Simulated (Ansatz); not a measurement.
**Sc4N3O (model structure, Pm-3m, No. 221, 8 atoms in the cell)**

These are PBE (plane waves, PAW; Ansatz, an electronic-structure program) values and carry that method's errors.

Run with plane-wave cutoff 520 eV, 12×12×12 k mesh, Fermi–Dirac smearing 0.05 eV, scalar-relativistic PAW data made under PBE.

Cell (relaxed at this level):

```xyz
8
Lattice="4.4938 0.0000 0.0000 0.0000 4.4938 0.0000 0.0000 0.0000 4.4938" Properties=species:S:1:pos:R:3 pbc="T T T"
Sc     0.0000     2.2469     2.2469
Sc     0.0000     0.0000     0.0000
Sc     2.2469     2.2469     0.0000
Sc     2.2469     0.0000     2.2469
O      2.2469     2.2469     2.2469
N      2.2469     0.0000     0.0000
N      0.0000     2.2469     0.0000
N      0.0000     0.0000     2.2469
```

band gap: none
bulk modulus: 196 GPa

Note: the bulk modulus is −V dP/dV from two relaxed cells at ±2 % in volume; the relaxation could raise the start's symmetry but not lower it, so the cell can be a saddle point.

It cost roughly 2.1 core-minutes of CPU time.

A model structure was made by putting elements into a prototype or built by hand; it is no filed structure, need not be a known phase, and can be a saddle point held by its symmetry.
